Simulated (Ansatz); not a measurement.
How a calculation on BaIrO3 (C2/c, 30 atoms in the cell) responds to its settings

```
BaIrO3
1.0
    2.90958    -5.01079     0.00000
    2.90958     5.01079     0.00000
   -0.48255     0.00000    14.61618
Ba Ir O
6 6 18
Direct
  0.00389   0.99611   0.25000
  0.99611   0.00389   0.75000
  0.65678   0.32346   0.40446
  0.34322   0.67654   0.59554
  0.67654   0.34322   0.09554
  0.32346   0.65678   0.90446
  0.00000   0.00000   0.50000
  0.00000   0.00000   0.00000
  0.67555   0.34593   0.65326
  0.32445   0.65407   0.34674
  0.65407   0.32445   0.84674
  0.34593   0.67555   0.15326
  0.28960   0.11008   0.90679
  0.71040   0.88992   0.09321
  0.88992   0.71040   0.59321
  0.11008   0.28960   0.40679
  0.90041   0.20223   0.59244
  0.09959   0.79777   0.40756
  0.79777   0.09959   0.90756
  0.20223   0.90041   0.09244
  0.81343   0.62053   0.94711
  0.18657   0.37947   0.05289
  0.37947   0.18657   0.55289
  0.62053   0.81343   0.44711
  0.48526   0.51474   0.25000
  0.51474   0.48526   0.75000
  0.04400   0.51326   0.24162
  0.95600   0.48674   0.75838
  0.48674   0.95600   0.25838
  0.51326   0.04400   0.74162
```

Base run A: Ansatz (a program for electronic structure) with PBEsol, default PAW files made with PBE, self-consistent single point.

Its settings: basis.ecutwfc = 30.9 Ry; kpoints.mp_grid.grid = 3 3 2; hamiltonian.xc = pbesol; hamiltonian.pseudopotentials = {kind: paw} (the program's default PAW files); scf.occupations.method = cold; scf.occupations.width = 0.0073 Ry.

The starting cell comes from a database of computed structures (which also holds hypothetical and non-ambient phases and stackings), without a prior relaxation at this level. Spin polarisation is off. In the base run, with a pressure of about -9 GPa the cell is away from its equilibrium volume at this level. Ansatz's pressure includes its estimate of the finite-basis (Pulay) stress. Without a gap this mesh is coarse (it stands for a supercell whose shortest vector is 17 Å).

ΔF is the free energy per atom less that of run A. 

```
run  kpoints.mp_grid.grid, scf.occupations.width  ΔF (meV/atom)  pressure (GPa)  largest force (eV/Å)  TS (meV/atom)  k-points
---  -------------------------------------------  -------------  --------------  --------------------  -------------  --------
A                               3 3 2, 0.0073 Ry           0.00           -8.86                 0.587           -0.3         8
B                               2 2 1, 0.0022 Ry            4.5           -8.88                 0.573            0.3         3
C                               2 2 1, 0.0073 Ry            4.4           -8.88                 0.552           -0.5         3
D                                2 2 1, 0.022 Ry            7.7           -8.83                 0.562           -3.8         3
E                               3 3 1, 0.0022 Ry           0.93           -8.84                 0.595           -0.2         4
F                               3 3 1, 0.0073 Ry           0.82           -8.85                 0.560            0.3         4
G                                3 3 1, 0.022 Ry           0.84           -8.90                 0.546           -0.3         4
H                               3 3 2, 0.0022 Ry          -0.32           -8.85                 0.596            0.0         8
I                                3 3 2, 0.022 Ry           0.10           -8.90                 0.552            0.0         8
J                               4 4 2, 0.0022 Ry          -0.23           -8.87                 0.558           -0.1        14
K                               4 4 2, 0.0073 Ry          -0.22           -8.88                 0.552            0.0        14
L                                4 4 2, 0.022 Ry           0.58           -8.93                 0.547           -1.8        14
```

Run G against A: The free energy hardly moves (within 1 meV/atom), the pressure moves little (-8.86 to -8.90 GPa) and the largest force goes from 0.587 to 0.546 eV/Å.

Run K against A: The free energy hardly moves (within 1 meV/atom), the pressure moves little (-8.86 to -8.88 GPa) and the largest force goes from 0.587 to 0.552 eV/Å.

Keys are those of Ansatz 0.2.
